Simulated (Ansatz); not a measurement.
The starting structures come from a database of crystals and need not be the phases stable at ambient conditions.

 Where the default PAW files enter, the runs use the earlier of Ansatz's two default sets.

## Evanescent states of AlInSb2 (P-4m2, not sure to be the ambient phase, 4 atoms a cell, 32.2 Å³ an atom) along the normal of (110)

These are r2SCAN (plane waves, PAW; Ansatz, an electronic-structure program) values and carry that method's errors.

The gap is the functional's own. No spin-orbit coupling. Mid-gap values are interpolated on the energy grid.

Energies count from the valence-band top; κ is the least over a 6×6 mesh across the current.

```
E (eV)  κ (1/Å)  where
------  -------  -----
0.03      0.020      Γ
0.09      0.034      Γ
0.15      0.042      Γ
0.21      0.048      Γ
0.27      0.052      Γ
0.33      0.055      Γ
0.39      0.057      Γ
0.45      0.058      Γ
0.51      0.058      Γ
0.57      0.056      Γ
0.63      0.054      Γ
0.69      0.051      Γ
0.75      0.046      Γ
0.81      0.040      Γ
0.87      0.030      Γ
0.93      0.010      Γ
```

Question: How thick must the barrier be to attenuate the transmission by 10^6 when the electrodes' Fermi level lies at 0.21 eV, and what attenuation does that film give at 0.51 eV?

Answer: d = 6 ln 10 / (2 × 0.048) = 143.9 Å. At 0.51 eV it gives 6 × 0.058/0.048 = 7.3 decades.
